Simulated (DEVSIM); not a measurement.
System: Si n-i-p diode, at 350 K.

```csv
layer (left to right),material,thickness (μm),Nd (cm⁻³),Na (cm⁻³),τn (s),τp (s)
1,Si,0.400,1.2e19,-,4.7e-7,4.7e-7
2,Si,20.0,-,2.1e11,4.7e-7,4.7e-7
3,Si,2.50,-,5.4e17,4.7e-7,4.7e-7
```

Left contact: ohmic. Right contact: ohmic. Voltage is applied to the left contact. Recombination: SRH at mid-gap, radiative, Auger. Gap narrowing is on: ΔEg = 6.92 meV × (l + √(l² + 0.5)), l = ln(N/1.3e17 cm⁻³), shared equally by both band edges. Mobility is μmin + (μ − μmin)/(1 + (N/Nref)^α).

This is a model device: material constants are rounded textbook-type values typed into the input, and sizes, dopings and lifetimes were drawn at random. Values at 300 K; Nc and Nv go as T^1.5, mobilities as T to minus their exponent, the gap by Varshni's rule with the affinity fixed.

| parameter | Si |
|---|---|
| gap (eV) | 1.124 |
| affinity (eV) | 4.05 |
| permittivity | 11.7 |
| Nc (cm⁻³) | 2.86e19 |
| Nv (cm⁻³) | 3.1e19 |
| μn (cm²/Vs) | 1417 |
| μp (cm²/Vs) | 470 |
| μn,min | 52 |
| μp,min | 45 |
| Nref,n | 9.7e16 |
| Nref,p | 2.2e17 |
| αn | 0.68 |
| αp | 0.72 |
| T exponent of μn | 2.3 |
| T exponent of μp | 2.2 |
| B (cm³/s) | 4.7e-15 |
| Cn (cm⁶/s) | 2.8e-31 |
| Cp (cm⁶/s) | 9.9e-32 |
| Varshni α (eV/K) | 0.000473 |
| Varshni β (K) | 636 |

Model (solved in DEVSIM): 1D drift-diffusion, Boltzmann statistics, complete ionisation; no tunnelling, impact ionisation, image-force lowering or self-heating.

### Question
Tabulate band edges, carrier densities and field at zero bias.

### Answer
Energies count from the Fermi level of the right contact; mesh points crowd at the junctions.

```tsv
x (μm)	Ec (eV)	Ev (eV)	n (cm⁻³)	p (cm⁻³)	field (V/cm)
0.000	0.033	-1.014	1.2e19	96000	≈ 0
0.04470	0.033	-1.014	1.2e19	96000	≈ 0
0.1622	0.033	-1.014	1.2e19	96000	≈ 0
0.3163	0.033	-1.014	1.2e19	96000	≈ 0
0.3968	0.035	-1.013	1.1e19	100000	16000
0.4373	0.222	-0.888	2.3e16	6400000	15000
0.5603	0.305	-0.805	1.4e15	1.0e8	3700
1.143	0.397	-0.714	7.0e13	2.1e9	810
2.678	0.465	-0.646	7.3e12	2.0e10	270
7.287	0.534	-0.577	7.5e11	1.9e11	93
15.41	0.600	-0.510	8.2e10	1.8e12	110
19.22	0.683	-0.427	5.2e9	2.8e13	500
20.02	0.750	-0.360	5.7e8	2.5e14	1500
20.29	0.819	-0.291	5.8e7	2.5e15	4800
20.39	0.923	-0.188	1800000	7.8e16	27000
20.43	0.960	-0.129	530000	5.3e17	500
20.53	0.961	-0.129	530000	5.4e17	≈ 0
20.83	0.961	-0.129	530000	5.4e17	≈ 0
22.07	0.961	-0.129	530000	5.4e17	≈ 0
22.64	0.961	-0.129	530000	5.4e17	≈ 0
22.82	0.961	-0.129	530000	5.4e17	≈ 0
22.90	0.961	-0.129	530000	5.4e17	≈ 0
```
